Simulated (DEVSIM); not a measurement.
Structure: Schottky contact on n-type GaAs, at 300 K.

Layer 1 from the left is GaAs, thickness (μm) 16.0, Nd (cm⁻³) 8e15, τn (s) 8.6e-10, τp (s) 8.6e-10.

Left contact: Schottky, work function 5.02 eV, emission velocity 1.9e6 cm/s. Right contact: ohmic. Voltage is applied to the left contact. Recombination: SRH at mid-gap. Mobility is μmin + (μ − μmin)/(1 + (N/Nref)^α).

The device is made up for the run: typed textbook-type constants, with dimensions and the other settings drawn at random. Values at 300 K.

GaAs: gap (eV) 1.424, affinity (eV) 4.07, permittivity 12.9, Nc (cm⁻³) 4.7e17, Nv (cm⁻³) 9e18, μn (cm²/Vs) 8500, μp (cm²/Vs) 400, μn,min 500, μp,min 20, Nref,n 6e16, Nref,p 1.5e17, αn 0.39, αp 0.38.

Estimate by hand the built-in potential, the peak field at zero bias, the capacitance at -0.6 V, and compare with a numerical solution.


- Built-in potential: barrier φB = 0.950 eV; Vbi = φB − kT/q ln(N_band/N) = 0.845 V; numerical 0.845 V.
- Peak field at zero bias: depletion approximation: W = √(2εVbi/(qN)) = 0.388 μm with N = 8.00e15 cm⁻³; field = 2Vbi/W = 43500 V/cm; numerical 42800 V/cm (estimate above by 1.7 %).
- Capacitance at -0.6 V: C = √(qεN / 2(Vbi + |V|)) = 22.5 nF/cm²; numerical 22.7 nF/cm² (estimate below by 0.89 %).

Model (solved in DEVSIM): 1D drift-diffusion, Boltzmann statistics, complete ionisation; no tunnelling, impact ionisation, image-force lowering or self-heating. Metal contacts follow the ideal Schottky-Mott rule: no Fermi-level pinning, no interface dipoles.
